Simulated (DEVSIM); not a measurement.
Device: Co/SiO2/p-Si capacitor, at 400 K.

Layer 1 from the left is SiO2, thickness (nm) 4.40. Layer 2 from the left is Si, thickness (nm) 930, Na (cm⁻³) 3.8e17.

Metal gate on the left, work function 5 eV. Fixed charge at the semiconductor interface 4.2e11 cm⁻² (in units of +e); no interface traps.

Constants are typed, rounded textbook-type inputs, not results; the design itself was drawn at random and stands for no fabricated device. Values at 300 K; Nc and Nv go as T^1.5, mobilities as T to minus their exponent, the gap by Varshni's rule with the affinity fixed.

SiO2: gap (eV) 9, affinity (eV) 0.9, permittivity 3.9. Si: gap (eV) 1.124, affinity (eV) 4.05, permittivity 11.7, Nc (cm⁻³) 2.86e19, Nv (cm⁻³) 3.1e19, Varshni α (eV/K) 0.000473, Varshni β (K) 636.

Simulated with DEVSIM: 1D Poisson equation in equilibrium, Boltzmann statistics, complete ionisation; no quantum confinement or tunnelling. Metal contacts follow the ideal Schottky-Mott rule: no Fermi-level pinning, no interface dipoles.

What does the simulation give for the threshold voltage (band bending 2φF), the flat-band voltage, the minimum of the low-frequency capacitance?

threshold voltage (band bending 2φF) 1.10 V; flat-band voltage -0.07 V; minimum of the low-frequency capacitance 0.181 μF/cm².
